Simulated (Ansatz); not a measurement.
What isotropic strain −0.50 % does to HgTe

The reference is HgTe in the zinc blende structure (space group F-43m, No. 216; a = 6.6507 Å).

Perturbation: every lattice vector is shortened by 0.50 %; the atoms relax in the strained cell.

Level of theory: PBE (Ansatz, a program for electronic structure; PAW; 420 eV plane waves; no spin-orbit coupling). Settings: 12×12×12 k-points, 0.05 eV Fermi–Dirac smearing.

| quantity | base | changed | shift |
|---|---|---|---|
| volume per atom | 36.77 Å³ | 36.22 Å³ | -0.55 Å³ |
| space group | F-43m (No. 216) | F-43m (No. 216) | – |
| shortest interatomic distance | 2.880 Å | 2.865 Å | -0.0144 Å |
| energy relative to the base (free energy F) | 0 meV/atom | +0.9 meV/atom | +0.9 meV/atom |
| pressure | 0.0 GPa | 0.5 GPa | +0.5 GPa |
| band gap | zero | zero | – |

Final structure:

```
CELL_PARAMETERS angstrom
      0.00000     3.30870     3.30870
      3.30870     0.00000     3.30870
      3.30870     3.30870     0.00000
ATOMIC_POSITIONS crystal
  Hg 0.00000 0.00000 0.00000
  Te 0.25000 0.25000 0.25000
```

Spin-orbit coupling, missing from the scalar runs, can matter with Hg and Te. Whether these cells are dynamically stable was not tested. The final runs are not spin-polarised. The zero or small gap of HgTe can change with the level of theory.
